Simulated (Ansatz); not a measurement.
The starting structures come from a database of crystals and need not be the phases stable at ambient conditions.

The decay constant κ of evanescent states in the gap governs leakage through a thin film.

Given:

```
TlBr
1.0
    4.79242     0.00000     0.00000
    0.00000     6.77751     0.00000
    2.39621     3.38876     2.39621
Tl Br
1 1
Cartesian
  0.00000   0.00000   0.00000
  0.00000   3.38876   0.00000
```

The cell was relaxed by PBE-D3(BJ); by PBEsol it stands under a pressure of -1.6 GPa.

Transport runs along the normal of the first two printed cell vectors, the (110) plane of the conventional cell.

No gap correction and no spin-orbit coupling; mid-gap is the computed energy nearest the middle.

Question: Compute, with PBEsol (Ansatz, a quantum-chemistry and plane-wave program), the band gap and the smallest decay constant κ at mid-gap.

Answer: Gap 2.19 eV on a 12×12×12 mesh; κ = 0.228 1/Å, at (0.000, 0.500) of the in-plane reciprocal vectors. At the zone centre the slowest state has κ = 0.27 1/Å.
